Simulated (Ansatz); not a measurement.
Reference: Zr3N4 (Fd-3m), PBEsol, rigid bands (plane waves, PAW, scalar-relativistic; Ansatz, a quantum-chemistry and plane-wave program); geometry: cell and atoms relaxed with PBEsol.

```cif
data_N32Zr24
_chemical_formula_sum 'Zr24 N32'
_space_group_name_H-M_alt 'Fd-3m :1'
_space_group_IT_number 227
_space_group_name_Hall 'F 4d 2 3 -1d'
_cell_length_a 9.08308
_cell_length_b 9.08308
_cell_length_c 9.08308
_cell_angle_alpha 90.000
_cell_angle_beta 90.000
_cell_angle_gamma 90.000
loop_
_atom_site_label
_atom_site_type_symbol
_atom_site_symmetry_multiplicity
_atom_site_Wyckoff_symbol
_atom_site_fract_x
_atom_site_fract_y
_atom_site_fract_z
_atom_site_occupancy
Zr1 Zr 16 c 0.12500 0.12500 0.12500 1
Zr2 Zr 8 b 0.50000 0.50000 0.50000 1
N1 N 32 e 0.36706 0.36706 0.36706 1
```
(The calculation used a cell of 14 atoms; values per cell refer to that cell.)

| Property | Value |
|---|---|
| band gap | 0.50 eV |
| electron conductivity mass | 0.29 mₑ |
| hole conductivity mass | 0.69 mₑ |
| Seebeck coefficient, n-type 1e19 cm⁻³ | -215 μV/K |

Problem. Replace Zr by Hf on the same sites and relax. What happens?

Solution. Hf3N4 (Fd-3m): volume per atom 13.4 to 13.0 Å³; band gap rises (0.50 eV to 0.78 eV); electron conductivity mass stays about the same (0.29 mₑ to 0.29 mₑ); hole conductivity mass stays about the same (0.69 mₑ to 0.69 mₑ); Seebeck coefficient, n-type 1e19 cm⁻³ stays about the same (-215 μV/K to -214 μV/K).

Moves up to 5 % count as about the same. Masses are for dilute carriers at 300 K, harmonic means over directions unless an axis is named. Seebeck coefficients are for the stated density at 300 K, with one relaxation time for all states and whether or not that doping can be reached. Spin-orbit coupling is left out.

Computed structure with no diffraction record at hand here (it may be known, metastable or hypothetical): Hf3N4 (Fd-3m), Zr3N4 (Fd-3m). The missing spin-orbit coupling matters most for Hf3N4 (Fd-3m).
